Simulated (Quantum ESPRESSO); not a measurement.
Worked example: self-consistent single point of Zr2Sb3Pd (P1, 6 atoms in the cell) in Quantum ESPRESSO.

Level of theory: PBEsol, GBRV 1.5 ultrasoft (PBESOL) pseudopotentials (plane waves; Quantum ESPRESSO).

The change in words: atoms moved at random. Reference geometry:
```yaml
crystal:
  lattice:
    - [3.96126, 0.00000, 0.00000]
    - [0.00000, 3.96126, 0.00000]
    - [0.00000, 0.00000, 8.73892]
  atoms:
    - { symbol: Zr, position: [0.50000, 0.00000, 0.73919] }
    - { symbol: Zr, position: [0.00000, 0.50000, 0.26081] }
    - { symbol: Sb, position: [0.50000, 0.00000, 0.38377] }
    - { symbol: Sb, position: [0.00000, 0.50000, 0.61623] }
    - { symbol: Sb, position: [0.00000, 0.00000, 0.00000] }
    - { symbol: Pd, position: [0.50000, 0.50000, 0.00000] }
```

Reference input (self-consistent single point, DFT, PBEsol, plane waves, GBRV 1.5 ultrasoft (PBESOL) pseudopotentials): ecutwfc = 40 Ry; ecutrho = 320 Ry; occupations = smearing; smearing = gaussian; degauss = 0.0099958 Ry; K_POINTS = automatic 7 7 3 0 0 0; conv_thr = 1e-10 Ry. This run's input differs from it in these lines:

```diff
@@ -30,8 +30,8 @@
 ATOMIC_POSITIONS crystal
-Zr    0.50000000    0.00000000    0.73919000
-Zr    0.00000000    0.50000000    0.26081000
-Sb    0.50000000    0.00000000    0.38377000
-Sb    0.00000000    0.50000000    0.61623000
-Sb    0.00000000    0.00000000    0.00000000
-Pd    0.50000000    0.50000000    0.00000000
+Zr    0.52455900   -0.01644900    0.74006700
+Zr   -0.00005600    0.51484400    0.26396300
+Sb    0.49963600    0.01222600    0.38882800
+Sb   -0.00696300    0.49566900    0.60581900
+Sb   -0.01862300    0.00389000    0.00224000
+Pd    0.50144700    0.48981900   -0.00091600
 K_POINTS automatic
```

Output, abridged:

```
     Self-consistent Calculation

     iteration #  1     ecut=    40.00 Ry     beta= 0.70

     negative rho (up, down):  1.853E-01 0.000E+00

     total energy              =    -923.59004396 Ry
     estimated scf accuracy    <      34.89551436 Ry

     iteration #  2     ecut=    40.00 Ry     beta= 0.70

     negative rho (up, down):  1.578E-01 0.000E+00

     total energy              =    -908.82722527 Ry
     estimated scf accuracy    <     399.15818373 Ry

     iteration #  3     ecut=    40.00 Ry     beta= 0.70

     negative rho (up, down):  1.727E-01 0.000E+00

     total energy              =    -950.10836816 Ry
     estimated scf accuracy    <      18.25402614 Ry

   [... 13 blocks of this kind left out ...]

     iteration # 17     ecut=    40.00 Ry     beta= 0.70

     negative rho (up, down):  2.002E-01 0.000E+00

     total energy              =    -950.97565745 Ry
     estimated scf accuracy    <          1.3E-09 Ry

     iteration # 18     ecut=    40.00 Ry     beta= 0.70

     negative rho (up, down):  2.002E-01 0.000E+00
     End of self-consistent calculation

     the Fermi energy is    13.4097 ev

!    total energy              =    -950.97565745 Ry
     estimated scf accuracy    <          3.7E-11 Ry
     smearing contrib. (-TS)   =      -0.00148108 Ry
     internal energy E=F+TS    =    -950.97417637 Ry

     convergence has been achieved in  18 iterations

     negative rho (up, down):  2.002E-01 0.000E+00

     Forces acting on atoms (cartesian axes, Ry/au):

     atom    1 type  1   force =    -0.03367649    0.01111387   -0.00032589
     atom    2 type  1   force =    -0.00042237   -0.00721449   -0.01381213
     atom    3 type  2   force =     0.00146454   -0.00043307   -0.01553902
     atom    4 type  2   force =     0.01986726   -0.00617180    0.02714268
     atom    5 type  2   force =     0.02527765   -0.00657467   -0.00014535
   [... lines left out ...]
     Total force =     0.062017     Total SCF correction =     0.000031
   [... lines left out ...]

     negative rho (up, down):  2.002E-01 0.000E+00
          total   stress  (Ry/bohr**3)                   (kbar)     P=      -43.48
  -0.00032083  -0.00001922  -0.00001111          -47.20       -2.83       -1.63
  -0.00001922  -0.00032464   0.00004772           -2.83      -47.76        7.02
  -0.00001111   0.00004772  -0.00024134           -1.63        7.02      -35.50

   JOB DONE.
```

The run converged in 18 iterations. Against the reference run the free energy rises by 24.9 meV/atom, the pressure goes from -4.76 to -4.35 GPa and the largest force goes from 0.123 to 0.912 eV/Å.

The starting cell comes from a database of computed structures (which also holds hypothetical and non-ambient phases and stackings), without a prior relaxation at this level. For this run, on top of that: atoms moved at random. Spin polarisation is off. With a pressure of about -4 GPa the cell is away from its equilibrium volume at this level.

Cost on one core of a shared machine: roughly 6 min.
